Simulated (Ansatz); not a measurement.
A (10,0) blue phosphorus nanotube, stretched and compressed along its axis from its relaxed period of 5.645 Å, atoms relaxed at each length.

Computed with PBE (plane waves to 420 eV, PAW; Ansatz, a quantum-chemistry and plane-wave program). Mesh 1×1×6. No spin polarisation. Isolated but for its images some 11 Å away. A hypothetical model, rolled from the flat sheet. Symmetry and one short period hold its shape; lower forms weren't sought. Buckling under compression is shut out by symmetry and the short period. Energies are free energies at a Fermi–Dirac width of 0.02 eV, from the unstrained cell.

```json
[
 {"strain (%)": "-3.0", "energy (meV a period)": "+395", "axial force (nN)": "-7.65", "PBE gap (eV)": "1.53"},
 {"strain (%)": "-1.5", "energy (meV a period)": "[?]", "axial force (nN)": "[?]", "PBE gap (eV)": "[?]"},
 {"strain (%)": "0.0", "energy (meV a period)": "0", "axial force (nN)": "0.00", "PBE gap (eV)": "1.64"},
 {"strain (%)": "+1.5", "energy (meV a period)": "+90", "axial force (nN)": "+3.39", "PBE gap (eV)": "1.64"},
 {"strain (%)": "+3.0", "energy (meV a period)": "[?]", "axial force (nN)": "[?]", "PBE gap (eV)": "[?]"},
 {"strain (%)": "+6.0", "energy (meV a period)": "+1339", "axial force (nN)": "+11.94", "PBE gap (eV)": "1.31"}
]
```

Task: Fill in the missing entries.

Result: 
- +3.0, energy (meV a period): +353
- +3.0, axial force (nN): +6.52
- +3.0, PBE gap (eV): 1.52
- -1.5, energy (meV a period): +97
- -1.5, axial force (nN): -3.69
- -1.5, PBE gap (eV): 1.59
